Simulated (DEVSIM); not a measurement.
System: W/TiO2/p-InP capacitor, at 300 K.

```
layer (left to right)  material  thickness (nm)  Na (cm⁻³)
---------------------  --------  --------------  ---------
1                          TiO2            13.0          -
2                           InP             410     2.3e18
```

Metal gate on the left, work function 4.6 eV. Fixed charge at the semiconductor interface 2.4e11 cm⁻² (in units of +e); no interface traps.

This is a model device: material constants are rounded textbook-type values typed into the input, and sizes, dopings and lifetimes were drawn at random. Values at 300 K.

```
parameter      TiO2     InP
-------------  ----  ------
gap (eV)        3.2   1.344
affinity (eV)   3.9    4.38
permittivity     60    12.5
Nc (cm⁻³)         -  5.7e17
Nv (cm⁻³)         -  1.1e19
```

Simulated with DEVSIM: 1D Poisson equation in equilibrium, Boltzmann statistics, complete ionisation; no quantum confinement or tunnelling. Metal contacts follow the ideal Schottky-Mott rule: no Fermi-level pinning, no interface dipoles.

Problem. Tabulate band edges, carrier densities and field at -0.2 V on the gate.

Solution. Energies count from the Fermi level of the right contact; mesh points crowd at the junctions.

```
x (μm)     Ec (eV)  Ev (eV)  n (cm⁻³)  p (cm⁻³)  field (V/cm)
---------  -------  -------  --------  --------  ------------
0.000        0.900   -2.300     < 1e2     < 1e2        130000
0.0009867    0.913   -2.287     < 1e2     < 1e2        130000
0.002658     0.935   -2.264     < 1e2     < 1e2        130000
0.005299     0.971   -2.229     < 1e2     < 1e2        130000
0.009745     1.030   -2.170     < 1e2     < 1e2        130000
0.01166      1.056   -2.144     < 1e2     < 1e2        130000
0.01279      1.071   -2.129     < 1e2     < 1e2        130000
0.01412      0.668   -0.676   3400000     4.9e7        640000
0.01618      0.792   -0.552     28000     5.8e9        570000
0.02007      0.988   -0.356     < 1e2    1.2e13        440000
0.02695      1.212   -0.132     < 1e2    6.6e16        210000
0.04695      1.303   -0.041     < 1e2    2.3e18           470
0.07846      1.304   -0.040     < 1e2    2.3e18           ≈ 0
0.1382       1.304   -0.040     < 1e2    2.3e18           ≈ 0
0.2770       1.304   -0.040     < 1e2    2.3e18           ≈ 0
0.3466       1.304   -0.040     < 1e2    2.3e18           ≈ 0
0.3833       1.304   -0.040     < 1e2    2.3e18           ≈ 0
0.4019       1.304   -0.040     < 1e2    2.3e18           ≈ 0
0.4146       1.304   -0.040     < 1e2    2.3e18           ≈ 0
0.4191       1.304   -0.040     < 1e2    2.3e18           ≈ 0
0.4215       1.304   -0.040     < 1e2    2.3e18           ≈ 0
0.4230       1.304   -0.040     < 1e2    2.3e18           ≈ 0
```
